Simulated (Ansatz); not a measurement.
System: antifluorite K2Te. Method: PBE0-D3(BJ) (PAW; Ansatz, a program for electronic structure).

Run with plane-wave cutoff 460 eV, 6×6×6 k mesh, Fermi–Dirac smearing 0.01 eV, scalar-relativistic PAW data made under PBE.

A third-order Birch–Murnaghan fit to the energies gives V0 = 43.008 Å³/atom, B0 = 16.0 GPa, B′ = 4.4.

```json
[
 {"V (Å³/atom)": "40.692", "P (GPa)": "___"},
 {"V (Å³/atom)": "41.762", "P (GPa)": "0.500"},
 {"V (Å³/atom)": "42.833", "P (GPa)": "0.065"},
 {"V (Å³/atom)": "43.904", "P (GPa)": "-0.315"},
 {"V (Å³/atom)": "44.379", "P (GPa)": "___"},
 {"V (Å³/atom)": "44.975", "P (GPa)": "-0.646"}
]
```

Task: Estimate the withheld pressures from this fit; the answers are the runs' own values.

Result: 
- 40.692, P (GPa): 0.999
- 44.379, P (GPa): -0.467

The formula P = (3/2) B0 (x^(7/3) − x^(5/3)) [1 + (3/4)(B′ − 4)(x^(2/3) − 1)] with x = V0/V meets the computed pressures within 0.01 GPa when these rounded values are put in.

Note: the relaxation could not lower the start's symmetry, so the cell can be a saddle point above a distorted one.

Spin–orbit coupling is not included.

Static lattice: no zero-point or thermal effects.

Cost on a shared machine: around 15 core-minutes (rough).
